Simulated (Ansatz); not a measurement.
Defect: Pt-vacancy pair (Pt on one host Al site, one Al site vacant) in fcc Al, neutral cell. The step: the Pt atom itself jumps into the vacancy (Pt-vacancy distance between ideal sites 2.86 Å throughout); the atom moves 3.11 Å along (0.00, 0.54, 0.54) of the unit cell; the moving atom starts with neighbours Al at 2.74, 4 Al at 2.77, 4 Al at 2.81, 2 Al at 2.83 Å and ends with Al at 2.74, 4 Al at 2.77, 4 Al at 2.81, 2 Al at 2.83 Å. DFT values are from Ansatz (plane-wave PAW, 420 eV unless said) in a cell of 32 host sites, spin-restricted, static, with no finite-size correction. Forms of the defect that were not tried may lie lower. For the PBE band: the program found a first-order saddle point.

| Level | Forward barrier (eV) | Cost of the band or of the saddle's single point |
|---|---|---|
| CHGNet universal potential (has no charge state), its own band | 0.12 | - |
| PBE, a 3×3×3 k-point mesh shifted by half a step, band relaxed | 0.85 | very roughly 40 core-minutes |
| PBE, a 5×5×5 k-point mesh shifted by half a step, same geometries | 0.87 | very roughly 3 core-minutes |
| r2SCAN at 500 eV, a 3×3×3 k-point mesh shifted by half a step, same geometries | 0.92 | about 90 core-seconds (a rough figure) |

Ansatz is a quantum-chemistry and plane-wave program.
